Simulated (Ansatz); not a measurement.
The reference is Mg₂Sn (space group Fm-3m, No. 225; a = 6.747 Å; relaxed with 0.1 eV smearing). Axes: x, y, z lie along the cube axes.

Computed with PBEsol (Ansatz, a program for electronic structure, PAW, without spin-orbit coupling).

Base values:

* **Shortest interatomic distance**: 2.922 Å

Modification: tensile biaxial strain of 3.00 % in the plane normal to [001], as in epitaxy on a mismatched substrate; the out-of-plane cell vector and the atoms relax.

Problem. What happens to the shortest interatomic distance?

Solution. The shortest interatomic distance rises by 0.0379 Å to 2.959 Å.

Stability against distortions was not tested.
